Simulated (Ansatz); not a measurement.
## Tm: isotropic strain −0.23 %

The parent structure is Tm in the hcp (Mg type) structure (space group P6_3/mmc, No. 194; a = 3.6726 Å, c = 6.0016 Å; ferromagnetic; relaxed with 0.1 eV smearing).

Now apply this change: the cell is scaled by 0.9977 in all directions; the atoms relax in the strained cell.

All numbers come from Kohn–Sham DFT with the PBE functional, run in Ansatz (an electronic-structure program) with PAW and 420 eV plane waves, spin-orbit coupling left out. Settings: 18×18×10 k-points, 0.1 eV Fermi–Dirac smearing.

| quantity | base | changed | shift |
|---|---|---|---|
| volume per atom | 35.05 Å³ | 34.81 Å³ | -0.24 Å³ |
| space group | P6_3/mmc (No. 194) | P6_3/mmc (No. 194) | – |
| shortest interatomic distance | 3.673 Å | 3.664 Å | -0.0084 Å |
| energy relative to the base (free energy F) | 0 meV/atom | +0.1 meV/atom | +0.1 meV/atom |
| magnetic state | ferromagnetic | ferromagnetic | – |

Final structure:

```
CELL_PARAMETERS angstrom
      3.66419     0.00000     0.00000
     -1.83210     3.17328     0.00000
      0.00000     0.00000     5.98781
ATOMIC_POSITIONS crystal
  Tm 0.33333 0.66667 0.75000
  Tm 0.66667 0.33333 0.25000
```

Other magnetic orders, which the real material may have, were not ruled out. Open 4f shells without U are poorly described, and the f state was not checked. No phonon test of stability was made.
